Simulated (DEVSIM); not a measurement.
Structure: abrupt In0.53Ga0.47As p-n junction, at 350 K.

| layer (left to right) | material | thickness (μm) | Nd (cm⁻³) | Na (cm⁻³) | τn (s) | τp (s) |
|---|---|---|---|---|---|---|
| 1 | In0.53Ga0.47As | 35.0 | - | 3.7e17 | 4.6e-9 | 4.6e-9 |
| 2 | In0.53Ga0.47As | 12.0 | 5.7e14 | - | 4.6e-9 | 4.6e-9 |

Left contact: ohmic. Right contact: ohmic. Voltage is applied to the left contact. Recombination: SRH at mid-gap, radiative. Mobility is μmin + (μ − μmin)/(1 + (N/Nref)^α).

The device is made up for the run: typed textbook-type constants, with dimensions and the other settings drawn at random. Values at 300 K; Nc and Nv go as T^1.5, mobilities as T to minus their exponent, the gap by Varshni's rule with the affinity fixed.

```tsv
parameter	In0.53Ga0.47As
gap (eV)	0.74
affinity (eV)	4.51
permittivity	13.9
Nc (cm⁻³)	2.1e17
Nv (cm⁻³)	7.7e18
μn (cm²/Vs)	12000
μp (cm²/Vs)	300
μn,min	300
μp,min	10
Nref,n	1.3e17
Nref,p	4.9e17
αn	0.48
αp	0.4
T exponent of μn	1.6
T exponent of μp	1.6
B (cm³/s)	9.6e-11
Varshni α (eV/K)	0.00035
Varshni β (K)	190
```

DEVSIM, 1D drift-diffusion, Boltzmann statistics, complete ionisation; no tunnelling, impact ionisation, image-force lowering or self-heating.

The doping Na of layer 1 was swept, all else fixed.

| doping Na of layer 1 (cm^-3) | dark forward voltage at 100 A/cm² (V) | largest field in the device at zero bias (V/cm) | potential step across the device at zero bias (V) |
|---|---|---|---|
| 1.1e16 | 0.885 | 7700 | 0.335 |
| 3.7e16 | 0.682 | 12000 | 0.372 |
| 1.1e17 | 0.578 | 19000 | 0.405 |
| 3.7e17 | 0.521 | 33000 | 0.441 |
| 1.1e18 | 0.499 | 57000 | 0.474 |
| 3.7e18 | ? | ? | 0.511 |

Some entries are withheld; supply them.


- 3.7e18, dark forward voltage at 100 A/cm² (V): 0.489
- 3.7e18, largest field in the device at zero bias (V/cm): 100000
